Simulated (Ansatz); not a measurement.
## PtSe₂ in the 2H-MoS2 type structure (space group P6_3/mmc, No. 194; a hypothetical phase, not in the database extracts checked; layered, stacked along the Cartesian z axis)

```yaml
crystal:
  lattice:
    - [3.57071, 0.00000, 0.00000]
    - [-1.78536, 3.09233, 0.00000]
    - [0.00000, 0.00000, 10.96398]
  atoms:
    - { symbol: Pt, position: [0.33333, 0.66667, 0.75000] }
    - { symbol: Pt, position: [0.66667, 0.33333, 0.25000] }
    - { symbol: Se, position: [0.33333, 0.66667, 0.11117] }
    - { symbol: Se, position: [0.66667, 0.33333, 0.61117] }
    - { symbol: Se, position: [0.66667, 0.33333, 0.88883] }
    - { symbol: Se, position: [0.33333, 0.66667, 0.38883] }
```

Level of theory: PBE-D3(BJ) in Ansatz (plane waves to 420 eV, PAW, no SOC), earlier PAW set. k-mesh 15×15×5 (Γ-centred); smearing 0.05 eV (Fermi–Dirac).

The volume per atom is 20.18 Å³, the density is 9.68 g/cm³ and the band gap is zero. The total energy comes out as -7821.408 eV/atom (σ→0; compares only within this code and set-up).

Whether these cells are dynamically stable was not tested. All final runs are without spin polarisation. PtSe2 has a high density of states at the Fermi level and may be magnetic at this level.

Ansatz is a program for electronic structure.
